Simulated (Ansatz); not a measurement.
Defect migration in rock-salt SrO: Sr vacancy, charge state -2. Computed with PBE, PAW (plane waves to 420 eV; Ansatz, an electronic-structure program).

Cell of 64 host sites held at the relaxed PBE lattice; the Γ point alone; Fermi-Dirac width 0.01 eV, spin-restricted; finite-size errors left in. Energies are static. The charge state is imposed; whether it is stable for some Fermi level was not computed. Forms of the defect that were not tried may lie lower.

Barriers: single points on a 2×2×2 k-point mesh shifted by half a step at the bands' geometries (they differ from the bands' own by up to 0.16 eV, and are uncertain by about as much).

The step: one Sr atom jumps into the vacancy from a nearby Sr site. Atoms about the jump, Cartesian Å from the middle of the jump, before and after:

```
atom     x0     y0     z0     x1     y1     z1
----  -----  -----  -----  -----  -----  -----
Sr1    0.00   1.22   1.22   0.00  -1.22  -1.22
O2     0.00  -1.30   1.50   0.00  -1.49   1.30
O3     0.00   1.49  -1.30   0.00   1.30  -1.49
O4     2.80  -1.30  -1.30   2.59  -1.29  -1.29
O5     2.59   1.29   1.29   2.80   1.30   1.30
O6    -2.59   1.29   1.29  -2.80   1.30   1.30
O7    -2.79  -1.30  -1.30  -2.59  -1.29  -1.29
```

Q: Where do these atoms stand at the saddle point, and how high is it?

A: 
```json
[
 {"atom": "Sr1", "x": "0.02", "y": "0.00", "z": "0.00"},
 {"atom": "O2", "x": "-0.01", "y": "-1.59", "z": "1.59"},
 {"atom": "O3", "x": "0.00", "y": "1.60", "z": "-1.60"},
 {"atom": "O4", "x": "2.65", "y": "-1.19", "z": "-1.19"},
 {"atom": "O5", "x": "2.65", "y": "1.19", "z": "1.19"},
 {"atom": "O6", "x": "-2.66", "y": "1.20", "z": "1.19"},
 {"atom": "O7", "x": "-2.66", "y": "-1.19", "z": "-1.20"}
]
```
It lies 1.81 eV above the start and 1.81 eV above the end. The saddle point's order was not checked, and it lies on a symmetry element of the cell, where a band can be held.
